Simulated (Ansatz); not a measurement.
TaN: element substitutions

The parent structure is TaN in the rock salt structure (space group Fm-3m, No. 225).

```xyz
2
Lattice="0.0000 2.1982 2.1982 2.1982 0.0000 2.1982 2.1982 2.1982 0.0000" Properties=species:S:1:pos:R:3 pbc="T T T"
N      0.0000     0.0000     0.0000
Ta     2.1982     2.1982     2.1982
```

Each row replaces one element on all its sites; cell and atoms are relaxed.

Method: r2SCAN, PAW, 500 eV (Ansatz, an electronic-structure program; without spin-orbit coupling).

```
variant  band gap  volume per atom
-------  --------  ---------------
base         zero         10.62 Å³
Ta → Y        [?]              [?]
N → Bi       zero         24.19 Å³
N → F        zero              [?]
```

Task: Complete the table.

Result: 
- Ta → Y, band gap: 0.58 eV
- Ta → Y, volume per atom: 14.67 Å³
- N → F, volume per atom: 13.30 Å³

No phonon test of stability was made. As relaxed here, TaBi and TaF are hypothetical phases, not in the database extracts checked. No Hubbard U is applied, and correlation can decide whether such a compound is a metal. All final runs are without spin polarisation. TaBi has a high density of states at the Fermi level and may be magnetic at this level. This is not the structure that TaN has at room temperature and ambient pressure.
